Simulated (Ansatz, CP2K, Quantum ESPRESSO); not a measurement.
One structure in several programs: TiSi₂ (Fddd, 6 atoms in the cell)

Self-consistent single point.

```
CELL_PARAMETERS angstrom
      0.00000     4.20810     4.35668
      2.44208     0.00000     4.35668
      2.44208     4.20810     0.00000
ATOMIC_POSITIONS crystal
  Ti 0.50000 0.50000 0.50000
  Ti 0.75000 0.75000 0.75000
  Si 0.83743 0.16257 0.83743
  Si 0.16257 0.83743 0.16257
  Si 0.41257 0.08743 0.41257
  Si 0.08743 0.41257 0.08743
```

Shared settings, as Ansatz (a first-principles code) writes them: kpoints.mp_grid.grid = 7 7 7; scf.occupations.method = gaussian; scf.occupations.width = 0.05 eV. Potentials and cutoffs stand in the table.

| code | model | pressure (GPa) | largest force (eV/Å) | cutoff |
|---|---|---|---|---|
| CP2K | PBEsol, GPW, DZVP-MOLOPT-SR-GTH basis, GTH-PBE potentials (GTH_POTENTIALS) | -8.65 | 0.036 | grid 600 Ry |
| Ansatz | PBEsol, PAW files made with PBE | -10.29 | 0.016 | default |
| Quantum ESPRESSO | PBEsol, SSSP 1.1.2 efficiency (PBE) pseudopotentials | -10.02 | 0.018 | 50 Ry |

On Ansatz's run: spin polarisation is off.

The spread over the programs that give each value: pressure within 1.64 GPa; largest force within 0.020 eV/Å.

CP2K uses small atom-centred bases, whose incompleteness enters pressures, forces and empty levels differently from a plane-wave cutoff. Ansatz's pressure is given at a fixed set of plane waves, as the other plane-wave codes print theirs. In the pressure, CP2K (by 1.51) lies more than 1 GPa from the median of the plane-wave programs.

The starting cell comes from a database of computed structures (which also holds hypothetical and non-ambient phases and stackings), without a prior relaxation at this level. Its lattice was rescaled by a random factor within 2.5 % of one.

Keys are those of Ansatz 0.2.
